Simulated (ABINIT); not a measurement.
A self-consistent single point of W (Im-3m, 1 atom in the cell) with ABINIT.

Level of theory: PBE, PAW (JTH v2.0 PBE PAW) (plane waves; ABINIT).

```yaml
crystal:
  lattice:
    - [-1.57210, 1.57210, 1.57210]
    - [1.57210, -1.57210, 1.57210]
    - [1.57210, 1.57210, -1.57210]
  atoms:
    - { symbol: W, position: [0.00000, 0.00000, 0.00000] }
```

Reference input (self-consistent single point, DFT, PBE, plane waves, PAW (JTH v2.0 PBE PAW)): pseudos = [W.GGA_PBE-JTH.xml]; ecut = 544 eV; pawecutdg = 1088 eV; pawxcdev = 0; ixc = 11; occopt = 3; tsmear = 0.00367493 Ha; ngkpt = 11 11 11; nshiftk = 1; shiftk = 0 0 0; potentials = JTH v2.0 PBE PAW; nband = 12. This run's input differs from it in these lines:

```diff
@@ -23,3 +23,3 @@
 kptopt 1
-ngkpt 11 11 11
+ngkpt 13 13 13
 nshiftk 1
```

The program printed (abridged):

```
--- !BeginCycle
solver: {iscf: 17, nstep: 100, nline: 4, wfoptalg: 10, }
tolerances: {tolvrs: 1.00E-12, }
...

     iter   Etot(hartree)      deltaE(h)  residm     nres2
 ETOT  1  -66.974183293878    -6.697E+01 1.764E+01 8.729E+00
 ETOT  2  -69.076251813453    -2.102E+00 1.244E-01 1.081E+01
 ETOT  3  -69.046671974789     2.958E-02 6.094E-02 3.423E+00
 ETOT  4  -69.031900648593     1.477E-02 5.619E-02 1.208E-02
 ETOT  5  -69.032889750144    -9.891E-04 3.841E-02 2.012E-02
   [... 10 lines left out ...]
 ETOT 16  -69.032804627282    -5.116E-13 1.179E-04 1.423E-10
 ETOT 17  -69.032804627281     9.663E-13 3.443E-04 8.085E-12
 ETOT 18  -69.032804627281     1.137E-13 9.218E-05 1.027E-12
 ETOT 19  -69.032804627281     8.527E-14 2.492E-04 6.368E-14
 At SCF step   19       nres2   =  6.37E-14 < tolvrs=  1.00E-12 =>converged.

 Cartesian components of stress tensor (hartree/bohr^3)
  sigma(1 1)= -4.12390238E-04  sigma(3 2)=  0.00000000E+00
  sigma(2 2)= -4.12390238E-04  sigma(3 1)=  0.00000000E+00
  sigma(3 3)= -4.12390238E-04  sigma(2 1)=  0.00000000E+00

 ----iterations are completed or convergence reached----

 reduced coordinates (array xred) for    1 atoms
       0.000000000000      0.000000000000      0.000000000000
 cartesian forces (eV/Angstrom) at end:
    1     -0.00000000000000    -0.00000000000000    -0.00000000000000
 frms,max,avg= 0.0000000E+00 0.0000000E+00   0.000E+00  0.000E+00  0.000E+00 e/A
 length scales=  1.000000000000  1.000000000000  1.000000000000 bohr
              =  0.529177208590  0.529177208590  0.529177208590 angstroms
   [... lines left out ...]
 Fermi (or HOMO) energy (hartree) =   0.37095   Average Vxc (hartree)=  -0.49228
 Fermi (or HOMO) energy (eV) =  10.09397   Average Vxc (eV)= -13.39573
   [... lines left out ...]
'-kT*entropy'       : -3.52968665600288E-04
total_energy        : -6.90328048434565E+01
total_energy_eV     : -1.87847815152776E+03
...

-Cartesian components of stress tensor (GPa)         [Pressure=  1.2133E+01 GPa]
- sigma(1 1)= -1.21329377E+01  sigma(3 2)=  0.00000000E+00
- sigma(2 2)= -1.21329377E+01  sigma(3 1)=  0.00000000E+00
- sigma(3 3)= -1.21329377E+01  sigma(2 1)=  0.00000000E+00

 Calculation completed.
```

The run converged in 19 iterations. Against the reference run the free energy falls by 28.9 meV/atom and the pressure goes from 12.60 to 12.13 GPa.

The starting cell has typed, rounded lattice constants, without a prior relaxation at this level. Its lattice was rescaled by up to half a per cent. Spin polarisation is off. With a pressure of about 12 GPa the cell is away from its equilibrium volume at this level.

Cost on one core of a shared machine: roughly 30 s.
